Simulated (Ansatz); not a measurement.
## Hypothetical fluorite TaGe2: element substitutions

Base system: TaGe$_{2}$ in the fluorite structure (space group Fm-3m, No. 225; a hypothetical phase, not in the database extracts checked).

```xyz
3
Lattice="0.0000 3.0948 3.0948 3.0948 0.0000 3.0948 3.0948 3.0948 0.0000" Properties=species:S:1:pos:R:3 pbc="T T T"
Ta     0.0000     0.0000     0.0000
Ge     1.5474     1.5474     1.5474
Ge     4.6422     4.6422     4.6422
```

Each row replaces one element on all its sites; cell and atoms are relaxed.

Levels (all Ansatz, an electronic-structure program, PAW, earlier PAW set): PBEsol (420 eV, no spin-orbit coupling); r2SCAN (500 eV, spin-orbit coupling left out); PBEsol+SOC (420 eV, with spin-orbit coupling).

Pressures by level, all at the geometries relaxed with PBEsol:

```tsv
case	PBEsol	r2SCAN	PBEsol+SOC
base	0.0 GPa	2.2 GPa	0.1 GPa
Ta → Ti	0.0 GPa	2.2 GPa	0.0 GPa
Ta → W	0.0 GPa	(withheld)	(withheld)
Ge → C	0.0 GPa	(withheld)	-0.3 GPa
```

### Question
Some entries are withheld; estimate them.

### Answer

- Ta → W, r2SCAN: 1.9 GPa
- Ta → W, PBEsol+SOC: 0.4 GPa
- Ge → C, r2SCAN: 4.6 GPa

Single points use the geometry relaxed with PBEsol. Their cutoffs differ, which shifts pressures a little. The spin-orbit shifts are approximate. Whether these cells are dynamically stable was not tested. As relaxed here, TiGe2, WGe2 and TaC2 are hypothetical phases, not in the database extracts checked. The runs without spin-orbit coupling are not spin-polarised. An odd electron count without spin: TaGe2 and TaC2. TiGe2, TaGe2, WGe2 and TaC2 have a high density of states at the Fermi level and may be magnetic at this level.
